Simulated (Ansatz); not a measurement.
Fermi-surface data of Ag (I4/mmm)

```xyz
1
Lattice="0.0000 2.0455 1.9865 2.0455 0.0000 1.9865 2.0455 2.0455 0.0000" Properties=species:S:1:pos:R:3 pbc="T T T"
Ag     0.0000     0.0000     0.0000
```

These are PBEsol, rigid bands (plane waves, PAW, scalar-relativistic; Ansatz, a first-principles code) values and carry that method's errors. Condition of this run: uniaxial stress zz = 1 GPa (compression positive) (the target of the relaxation). Geometry: cell and atoms relaxed with PBEsol, then loaded as said.

```json
{
  "density of states at the Fermi level": "0.263 states/(eV·cell), both spins",
  "bare Sommerfeld coefficient": "0.62 mJ/(mol of atoms·K²)",
  "drude_plasma_energy": "9.2 eV",
  "root-mean-square Fermi velocity": "1.4e6 m/s",
  "resistivity times τ": "5.8 ×10⁻²² Ω·m·s",
  "resistivity_times_mean_free_path": "8.3 ×10⁻¹⁶ Ω·m²"
}
```

A metal at this level (no band gap); rigid bands, thermally averaged at 300 K, both spins. Spin-orbit coupling is left out. τ is one relaxation time for all states; the product of resistivity and mean free path takes one path for all states instead.
